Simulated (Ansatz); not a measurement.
Base system: HfO₂ in the fluorite structure (space group Fm-3m, No. 225; a = 5.001 Å). Axes: x, y, z lie along the cube axes.

Method: plane-wave PAW DFT at the LDA level (Ansatz, a program for electronic structure, 420 eV), no spin-orbit coupling.

Base values:

The pressure is 0.00 GPa.

Perturbation: uniaxial strain ε_zz = +0.50 %, all other strain components held at zero; the atoms relax in the strained cell.

### Question
Predict the new energy relative to the base and pressure.

### Answer
The energy goes up by 0.4 meV/atom; the pressure (mean of the normal stresses, compression positive) goes from zero to -1.40 GPa.

Stability against distortions was not tested. This is not the structure that HfO2 has at room temperature and ambient pressure.
